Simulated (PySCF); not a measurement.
PySCF 2.14.0, PBE/def2-svp, df: W(NH)(F)3(OMe) (C[O][W](=[NH])([F])([F])[F]), 11 atoms. The geometry is a generated start, not checked to be a minimum at this level.

```
Item                                                 Value
-------------------------  -------------------------------
task                                                energy
method                                                 pbe
basis                                             def2-svp
two-electron scheme                        density fitting
mol.max_memory                                     3000 MB
mf.max_cycle                                           100
mf.conv_tol                                1e-09 (default)
mf.grids.level                                 3 (default)
effective core potentials  those of the basis set, past Kr
basis functions                                        136
grid points                                         148432
```

```xyz
11

W     -1.0878    -0.0480     0.4037
N     -1.5998     0.8359    -1.0670
H     -1.8869     1.3662    -1.8934
F     -2.4598    -1.0892     1.1365
F     -1.3412     0.9492     1.9935
F     -0.5359    -1.7822    -0.2161
O      0.7070     0.2120     0.7019
C      1.8333    -0.0574    -0.1070
H      1.5535     0.0749    -1.1701
H      2.6509     0.6279     0.1500
H      2.1667    -1.0894     0.0680
```

Charge 0 and multiplicity 1 are set for this test and not shown to be the ground state.

With the defaults (mf.DIIS = CDIIS, mf.diis_space = 8, mf.diis = true, mf.init_guess = minao, mf.damp = 0, mf.diis_start_cycle = 1, mf.level_shift = 0, mf.diis_damp = 0) it converges in 17 Fock builds. One run each on 2 threads, 1 BLAS thread, with these changes:
- mf.diis_space = 3
- mf.DIIS = EDIIS
- mf.diis_space = 5
- mf.level_shift = 0.3 Hartree
- mf.init_guess = 1e
- mf.diis = false, mf.damp = 0.7, mf.diis_start_cycle = 999
- mf.diis = false
- mf.diis_damp = 0.3
- mf.init_guess = mod_huckel

**Question.** Name the settings that don't reach the solution of the defaults.

**Answer.** No convergence: mf.DIIS = EDIIS; mf.diis_space = 3; mf.diis = false (the run ends without SCF convergence in 100 cycles). The rest reach the solution of the defaults.

| setting | Fock builds | end |
|---|---|---|
| mf.diis_damp = 0.3 | 15 | same solution |
| the defaults | 17 | same solution |
| mf.level_shift = 0.3 Hartree | 20 | same solution |
| mf.init_guess = mod_huckel | 21 | same solution |
| mf.init_guess = 1e | 22 | same solution |
| mf.diis_space = 5 | 28 | same solution |
| mf.diis = false, mf.damp = 0.7, mf.diis_start_cycle = 999 | 32 | same solution |
| mf.DIIS = EDIIS | 101 | no convergence |
| mf.diis_space = 3 | 101 | no convergence |
| mf.diis = false | 101 | no convergence |
